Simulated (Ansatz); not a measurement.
Results of LDA (Ansatz, a quantum-chemistry and plane-wave program, PAW) for NbP2 (C2/m, No. 12, 6 atoms in the cell; start mp-1077116).

Settings: plane-wave cutoff 520 eV, 18×18×8 k mesh (along the axes of the cell as run), Fermi–Dirac smearing 0.05 eV, no spin polarisation, scalar-relativistic PAW data made under PBE.

Cell (relaxed at this level):

Space group C2/m (No. 12); a = 8.778 Å, b = 3.226 Å, c = 7.454 Å, α = 90.00°, β = 118.94°, γ = 90.00°

```csv
atom,site,symmetry,x,y,z
Nb,4i,m,0.1593,0.0000,0.2000
P,4i,m,0.4030,0.0000,0.1017
P,4i,m,0.1344,0.0000,0.5262
```
(The calculation used a cell of 6 atoms; values per cell refer to that cell.)

**Question.** Estimate the bulk modulus B0 that the calculation returns.

**Answer.** 
- bulk modulus B0 = 170 GPa

Note: the bulk modulus is −V dP/dV from two relaxed cells at ±2 % in volume; the relaxation could not lower the start's symmetry, so the cell can be a saddle point above a distorted one.

The computed numbers hold no vibrational or temperature effects.

A start named mp-… is a Materials Project structure, which need not be a measured phase.
